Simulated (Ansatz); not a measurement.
Consider NiSi (space group Pnma, No. 62; a = 5.190 Å, b = 3.350 Å, c = 5.624 Å; non-magnetic).

Structures relaxed with Ansatz (a first-principles code) PBE, without spin-orbit coupling, earlier PAW set.

Base:

Simulated powder pattern, Cu Kα1, λ = 1.54056 Å (kinematic, ideal powder, no thermal factors, no anomalous dispersion; the 10 strongest lines at most, above 2 %, up to 2θ = 90°):

| 2θ (°) | I/Imax (%) | hkl |
|---|---|---|
| 31.05 | 74 | (011) |
| 31.80 | 17 | (002) |
| 34.54 | 29 | (200) |
| 35.64 | 21 | (111) |
| 45.56 | 73 | (112) |
| 47.12 | 100 | (211) |
| 47.65 | 31 | (202) |
| 51.81 | 28 | (103) |
| 54.75 | 29 | (020) |
| 56.18 | 18 | (013) |

Perturbation: cell and atoms relaxed at a pressure of 7.5 GPa.

After the change:

Simulated powder pattern, Cu Kα1, λ = 1.54056 Å (kinematic, ideal powder, no thermal factors, no anomalous dispersion; the 10 strongest lines at most, above 2 %, up to 2θ = 90°):

```json
[
 {"2θ (°)": "31.42", "d (Å)": "2.845", "I/Imax (%)": "74", "hkl": "(011)"},
 {"2θ (°)": "32.39", "d (Å)": "2.762", "I/Imax (%)": "16", "hkl": "(002)"},
 {"2θ (°)": "35.03", "d (Å)": "2.559", "I/Imax (%)": "30", "hkl": "(200)"},
 {"2θ (°)": "36.09", "d (Å)": "2.487", "I/Imax (%)": "21", "hkl": "(111)"},
 {"2θ (°)": "46.26", "d (Å)": "1.961", "I/Imax (%)": "78", "hkl": "(112)"},
 {"2θ (°)": "47.76", "d (Å)": "1.903", "I/Imax (%)": "100", "hkl": "(211)"},
 {"2θ (°)": "48.45", "d (Å)": "1.877", "I/Imax (%)": "29", "hkl": "(202)"},
 {"2θ (°)": "52.80", "d (Å)": "1.732", "I/Imax (%)": "28", "hkl": "(103)"},
 {"2θ (°)": "55.31", "d (Å)": "1.660", "I/Imax (%)": "30", "hkl": "(020)"},
 {"2θ (°)": "57.17", "d (Å)": "1.610", "I/Imax (%)": "16", "hkl": "(013)"}
]
```

The indices refer to the base's conventional cell; one index is shown for lines that coincide.

Load acts through the strain it causes; cell and atoms are relaxed under it. No phonon test of stability was made. No other phases were tried under pressure. Starting moments died away, wholly or in part, for the base; another magnetic solution may exist. All final runs are without spin polarisation.
